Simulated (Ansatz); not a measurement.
Base system: CuI in the zinc blende structure (space group F-43m, No. 216; a = 5.939 Å).

All numbers come from PBEsol (Ansatz, an electronic-structure program; PAW; 420 eV plane waves; no SOC), earlier PAW set.

Now apply this change: the cell is scaled by 1.0095 in all directions, atoms relaxed at fixed cell.

Q: How does this affect the mean gap deformation potential ΔEg/Δln V and energy relative to the base?

A: The mean gap deformation potential ΔEg/Δln V comes out as -2.8 eV; the energy rises by 3.2 meV/atom.

With I present, leaving out spin-orbit coupling can change the band edges. The cells carry an imposed strain or load. No phonon test of stability was made. All final runs are without spin polarisation.
